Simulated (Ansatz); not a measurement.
A hypothetical phase is included: elements placed on a structure type, which no database files for this compound.

By PBEsol, the system below comes out a metal.

A figure of merit of an interconnect metal is its ballistic conductance per area.

Data:

```
Y
1.0
    4.84334     0.00000     0.00000
    0.00000     4.84334     0.00000
    2.42167    -2.42167     3.42476
Y
2
Direct
  0.25000   0.25000   0.50000
  0.50000   0.50000   0.00000
```

The cell was relaxed by PBE-D3(BJ).

The current flows along the normal of the first two printed cell vectors, the (001) plane of the conventional cell. No spin-orbit coupling; the value is a mean over 0.1 eV about the Fermi level.

Task: Estimate the ballistic conductance per area that PBEsol (Ansatz, a program for electronic structure) returns for this system.

Result: 0.66 × 10¹⁵ S/m² for both spins.
